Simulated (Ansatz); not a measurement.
The starting structures come from a database of crystals and need not be the phases stable at ambient conditions.

Inside the gap of an insulator the Bloch states are evanescent, with a wavenumber k + iκ along the transport direction.

Input:

```
CELL_PARAMETERS angstrom
      4.91520     0.00000     0.00000
     -0.21837    10.16241     0.00000
      0.21837    -0.98295     3.00382
ATOMIC_POSITIONS crystal
  Ag 0.79927 0.57102 0.81052
  Ag 0.20073 0.42898 0.18948
  Ag 0.20073 0.07102 0.83152
  Ag 0.79927 0.92898 0.16848
  C  0.28623 0.75000 0.55903
  C  0.71377 0.25000 0.44097
  O  0.59229 0.13456 0.41616
  O  0.40771 0.86544 0.58384
  O  0.40771 0.63456 0.35296
  O  0.59229 0.36544 0.64704
  O  0.04142 0.75000 0.74323
  O  0.95858 0.25000 0.25677
```

Space group of this cell: P2_1/m. The cell is taken as given; by r2SCAN its mean pressure is -0.6 GPa.

Transport runs along the normal of the first two printed cell vectors.

The gap is the functional's own. No spin-orbit coupling. Mid-gap values are interpolated on the energy grid.

Q: Compute, with r2SCAN (Ansatz, a program for electronic structure), the band gap and the smallest decay constant κ at mid-gap.

A: Gap 0.81 eV on a 6×10×10 mesh; κ = 0.392 1/Å, at the zone centre.
